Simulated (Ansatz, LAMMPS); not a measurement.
**Si well of 12 atomic layers along [001] in random Si0.7Ge0.3, interfaces one step of a layer**

Cell 16.67 × 16.67 × 49.59 Å, Si514Ge134, 648 atoms. Prepared with LAMMPS with Tersoff's 1989 multicomponent potential (SiCGe.tersoff): minimisation. 

These are PBE, support functions at accuracy medium on the grid of 370 eV (norm-conserving potentials; Ansatz, a quantum-chemistry and plane-wave program) values and carry that method's errors.

Basis: localised support functions (accuracy medium) on a full density matrix. k-points: zone centre alone; occupations: Fermi-Dirac, 0.010 eV; spin polarisation not allowed. Spin-orbit coupling is left out.

Kohn-Sham gap of the cell on its k-mesh: 0.40 eV
weight of the highest filled level on the well: 0.29
weight of the lowest empty level on the well: 0.92
coordination (neighbours within 2.857 Å): 100.0 % 4-fold
Ge-Ge bonds, mean ± spread: 2.472 ± 0.007 Å
Ge-Si bonds, mean ± spread: 2.425 ± 0.007 Å
Si-Si bonds, mean ± spread: 2.382 ± 0.007 Å
bond angles, mean ± spread: 109.5° ± 1.1°
pressure: -0.85 GPa
cost of the final run: about 70 core-minutes (a rough figure), 16 SCF iterations, 13 GiB
